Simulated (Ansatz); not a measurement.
## SnO2: point defects

Start from a 12-atom supercell of SnO2 in the rutile structure (space group P4_2/mnm, No. 136) at its relaxed geometry.

```
SnO2
1.0
    4.82754     0.00000    -3.23815
    0.00000     4.82754    -3.23815
    0.00000     4.82754     3.23815
Sn O
4 8
Direct
  0.00000   0.00000   0.00000
  0.00000   0.50000   0.50000
  0.50000   0.75000   0.75000
  0.50000   0.25000   0.25000
  0.30658   0.00000   0.30658
  0.30658   0.50000   0.80658
  0.80658   0.44342   0.75000
  0.80658   0.94342   0.25000
  0.19342   0.05658   0.75000
  0.19342   0.55658   0.25000
  0.69342   0.00000   0.69342
  0.69342   0.50000   0.19342
```

One neutral defect a cell, atoms relaxed at fixed cell.

Level of theory: PBE (Ansatz, a first-principles code), spin-orbit coupling left out.

```csv
variant,largest displacement of a host atom from its site in the perfect cell,pressure
perfect supercell,–,0.0 GPa
"O on a Sn site (antisite), symmetric start",0.06 Å,-3.8 GPa
"Sn interstitial (started 1.76 Å from the nearest host atom), symmetric start",1.00 Å,36.9 GPa
Pb on a Sn site,(withheld),(withheld)
Sn vacancy,(withheld),(withheld)
```

### Question
Complete the table.

### Answer

- Pb on a Sn site, largest displacement of a host atom from its site in the perfect cell: 0.07 Å
- Pb on a Sn site, pressure: 7.2 GPa
- Sn vacancy, largest displacement of a host atom from its site in the perfect cell: 0.63 Å
- Sn vacancy, pressure: 2.5 GPa

The magnetic state is the one reached from the starting moments; the real material's order can differ, and small cells can't hold many antiferromagnetic ones. In so small a cell the defect repeats every few ångströms: this is an ordered compound, not a dilute defect. The mesh was chosen for an insulator and is coarse for the gapless case. Defects with a symmetric start kept the site's symmetry and may sit on a saddle; the others started slightly shaken. Starting moments died away, wholly or in part, for Sn interstitial (started 1.76 Å from the nearest host atom) and Pb on a Sn site; another magnetic solution may exist.
